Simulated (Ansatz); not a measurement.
We consider NbAs (model structure, started from the CsCl type, Pm-3m, No. 221, 2 atoms in the cell), described by PBEsol (plane waves, PAW; Ansatz, a quantum-chemistry and plane-wave program).

Settings: plane-wave cutoff 520 eV, 18×18×18 k mesh, Fermi–Dirac smearing 0.05 eV, no spin polarisation, scalar-relativistic PAW data made under PBE.

Cell (relaxed at this level):

```cif
data_AsNb
_chemical_formula_sum 'Nb1 As1'
_space_group_name_H-M_alt 'P 1'
_space_group_IT_number 1
_cell_length_a 3.18045
_cell_length_b 3.18045
_cell_length_c 3.18045
_cell_angle_alpha 90.000
_cell_angle_beta 90.000
_cell_angle_gamma 90.000
loop_
_space_group_symop_operation_xyz
  'x, y, z'
loop_
_atom_site_label
_atom_site_type_symbol
_atom_site_fract_x
_atom_site_fract_y
_atom_site_fract_z
_atom_site_occupancy
Nb1 Nb 0.00000 0.00000 0.00000 1
As1 As 0.50000 0.50000 0.50000 1
```

Give the computed bulk modulus B0.


- bulk modulus B0: 183 GPa

Note: the run has no spin polarisation, so it can have missed a magnetic state; the bulk modulus is −V dP/dV from two relaxed cells at ±2 % in volume; the relaxation could raise the start's symmetry but not lower it, so the cell can be a saddle point.

Cost on a shared machine: around 21 core-seconds (rough).

A model structure was made by putting elements into a prototype or built by hand; it is no filed structure, need not be a known phase, and can be a saddle point held by its symmetry.
